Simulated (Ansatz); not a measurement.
## WC, alloy series

The parent structure is WC (space group P-6m2, No. 187; a = 2.8985 Å, c = 2.8277 Å).

The other end (x = 1) is WGe (space group P-6m2, No. 187; a hypothetical phase, not in the database extracts checked): 15.61 Å³/atom, gap zero; this end may not be an ambient phase.

Ge replaces a fraction x of C; each row is one arrangement (x, atoms in the cell, starting space group or random), fully relaxed.

Method: Ansatz (an electronic-structure program), PBEsol, PAW, cutoff 420 eV, no SOC.

Candidates:
(a) x(Ge) = 0.333, 6 atoms, P-6m2
(b) x(Ge) = 0.5, 8 atoms, Cmc2_1
(c) x(Ge) = 0.75, 8 atoms, P-6m2
(d) x(Ge) = 0.667, 6 atoms, P-62m
(e) x(Ge) = 0.75, 8 atoms, Imm2

Base values:

- Volume per atom: 10.29 Å³

Problem. Order them by volume per atom, highest first.

Solution. (c) x(Ge) = 0.75, 8 atoms, P-6m2 (14.71 Å³), (e) x(Ge) = 0.75, 8 atoms, Imm2 (14.54 Å³), (d) x(Ge) = 0.667, 6 atoms, P-62m (14.14 Å³), (b) x(Ge) = 0.5, 8 atoms, Cmc2_1 (13.62 Å³), (a) x(Ge) = 0.333, 6 atoms, P-6m2 (11.93 Å³)

Each cell is one ordered arrangement of few atoms, which overstates ordering effects compared with a random alloy. No phonon test of stability was made. All final runs are without spin polarisation.
